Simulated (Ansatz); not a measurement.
Base system: InP in the zinc blende structure (space group F-43m, No. 216; a = 5.878 Å).

Structures relaxed with PBEsol (Ansatz, a quantum-chemistry and plane-wave program; PAW; 420 eV plane waves; no spin-orbit coupling).

Base:

Simulated powder pattern, Cu Kα1, λ = 1.54056 Å (kinematic, ideal powder, no thermal factors, no anomalous dispersion; the 8 strongest lines at most, above 2 %, up to 2θ = 90°):

| 2θ (°) | I/Imax (%) | hkl |
|---|---|---|
| 26.24 | 100 | (111) |
| 30.39 | 26 | (200) |
| 43.51 | 56 | (220) |
| 51.52 | 45 | (311) |
| 63.22 | 8.8 | (400) |
| 69.67 | 18 | (331) |
| 79.88 | 18 | (422) |
| 85.83 | 14 | (511) |

One thing is altered: every P is replaced by As; the structure is relaxed again.

### Question
How do the reflections move or split?

### Answer

Simulated powder pattern, Cu Kα1, λ = 1.54056 Å (kinematic, ideal powder, no thermal factors, no anomalous dispersion; the 8 strongest lines at most, above 2 %, up to 2θ = 90°):

```tsv
2θ (°)	I/Imax (%)	hkl
25.32	100	(111)
29.32	4.1	(200)
41.94	74	(220)
49.63	47	(311)
60.82	12	(400)
66.95	19	(331)
76.62	24	(422)
82.22	14	(333)
```

The indices refer to each structure's own conventional cell; one index is shown for lines that coincide.

No phonon test of stability was made. All final runs are without spin polarisation.
